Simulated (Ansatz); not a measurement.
# Step by step: reaction energy

Subject: the reaction energy. Reaction: Si (diamond) + 2 H2 (gas) → SiH4 (gas). A negative value means that the right-hand side lies lower.

Setting: static, neutral cells in Ansatz (PAW) whose structures rest at the PBE level. Ansatz (a program for electronic structure) runs with its PAW set soft_1. A dispersion term (D3(BJ), or D4 for r2SCAN) was computed beside these levels and is taken off wherever the name lacks it.

Total energies of the cells in eV, at zero smearing width. They compare only within one column; the weights balance every element.

```
cell          atoms  weight          PBE
------------  -----  ------  -----------
Si (diamond)      2      −1  -1271.62301
SiH4 (gas)        5      +2   -699.25026
H2 (gas)          2      −4    -31.74397
```

PBE: − (-1271.62301) + 2 × (-699.25026) − 4 × (-31.74397) = 0.098 eV; dividing by 2 gives 0.05 eV.

What follows from the PBE value: Per mole of the reaction as written, 0.049 eV × 96.485 = 4.7 kJ.
